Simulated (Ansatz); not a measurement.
Take MoSi2 (space group I4/mmm, No. 139; a = 3.217 Å, c = 7.875 Å; relaxed with 0.1 eV smearing) as the base. Axes: x, y, z lie along a, b, c of the conventional cell.

The values are results of Kohn–Sham DFT with the PBE functional, run in Ansatz (a program for electronic structure) with PAW and 420 eV plane waves, no SOC, not measurements.

Modification: an isotropic linear strain of −2.50 %, atoms relaxed at fixed cell.

Task: Predict the stress tensor and what it implies for the stiffness.

Result: Stress of the strained cell less that of the base (GPa, compression positive):
```
   17.6     0.0     0.0
    0.0    17.6     0.0
    0.0     0.0    20.1
```

Then B = −ΔP/(ΔV/V₀) with ΔV/V₀ = -0.0731 gives secant stiffness values (nonlinear terms included at this strain): B (at held cell shape, above the free-shape value) ≈ 252 GPa.

As a check, the harmonic strain energy −½ V₀ Δσ:ε is 59 meV/atom; the computed energy rise is 53 meV/atom.

No phonon test of stability was made. All final runs are without spin polarisation.
